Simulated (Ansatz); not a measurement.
The cell is built on a prototype and need not be the phase stable at ambient conditions.

By PBEsol, the system below comes out a metal.

The ballistic (Sharvin) conductance counts the channels at the Fermi level: G/A = (e²/h) × channels of both spins per area.

Data:

```xyz
2
Lattice="3.0316 0.0000 0.0000 0.0000 3.0316 0.0000 0.0000 0.0000 3.0193" Properties=species:S:1:pos:R:3 pbc="T T T"
Ga     1.5158     1.5158     1.5097
Ir     0.0000     0.0000     0.0000
```

Space group of this cell: P4/mmm. The cell was relaxed by PBE-D3(BJ); by PBEsol its mean pressure is -1.8 GPa.

The current flows along the normal of the first two printed cell vectors. No spin-orbit coupling; the value is a mean over 0.1 eV about the Fermi level.

Question: Predict the ballistic conductance per area from Ansatz (a first-principles code) with PBEsol.

Answer: 0.43 × 10¹⁵ S/m² for both spins.
